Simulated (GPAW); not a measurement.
GPAW is run on TiAs3 (P6_3/mmc, 8 atoms in the cell), and the run fails. The aim is a self-consistent single point with DFT PBEsol, plane waves, GPAW PAW datasets PBEsol (made by gpaw-setup).

Cell that was meant: a = 5.9880 Å, b = 5.9880 Å, c = 5.0155 Å, α = 90.00°, β = 90.00°, γ = 120.00°.

Part of the input:

```python
              pbc=True)

calc = GPAW(mode=PW(800),
            xc='WC',
            kpts=(3, 3, 3),
            occupations={'name': 'methfessel-paxton', 'width': 0.136, 'order': 1},
            nbands=-14,
```

Output, abridged:

```
Input parameters:
  convergence: {forces: 0.001}
  kpts: [3 3 3]
  maxiter: 120
  mode: {ecut: 800.0,
         name: pw}
  nbands: -14
  occupations: {name: methfessel-paxton,
                order: 1,
                width: 0.136}
  symmetry: {symmorphic: False,
             tolerance: 0.0005}
  xc: WC

Traceback (most recent call last):
   [... frames left out ...]
FileNotFoundError: Could not find required PAW dataset file "Ti.WC".

You need to set the GPAW_SETUP_PATH environment variable to point to
the directories where PAW dataset and basis files are stored.  See
https://gpaw.readthedocs.io/install.html#install-paw-datasets
for details.
```

Question: From the messages shown, name the fault and mend the input.

Answer: The fault is a functional for which no datasets are installed. The program looks for atomic datasets under the functional's name. To fix it, return to the functional that was meant, or generate datasets for the new one. The program stopped before any SCF iteration.

The sound input it was made from differs as follows (other fixes are possible):
```diff
-            xc='WC',
+            xc='PBEsol',
```

With that input, the run converged in 23 iterations: free energy E − TS (from the program's reference atoms) -45.0429 eV; Fermi level (on the code's own zero) 7.85 eV; pressure -7.83 GPa; largest force (vector length) 0.568 eV/Å (DFT PBEsol, plane waves, GPAW PAW datasets PBEsol (made by gpaw-setup)).

On the sound input: the starting cell comes from a database of computed structures (which also holds hypothetical and non-ambient phases and stackings), without a prior relaxation at this level. Its lattice was rescaled by a random factor within 2.5 % of one. Spin polarisation is off, so a magnetic state, if there is one, cannot be reached. With a pressure of about -8 GPa the cell is away from its equilibrium volume at this level. Without a gap this mesh is coarse (it stands for a supercell whose shortest vector is 15 Å).
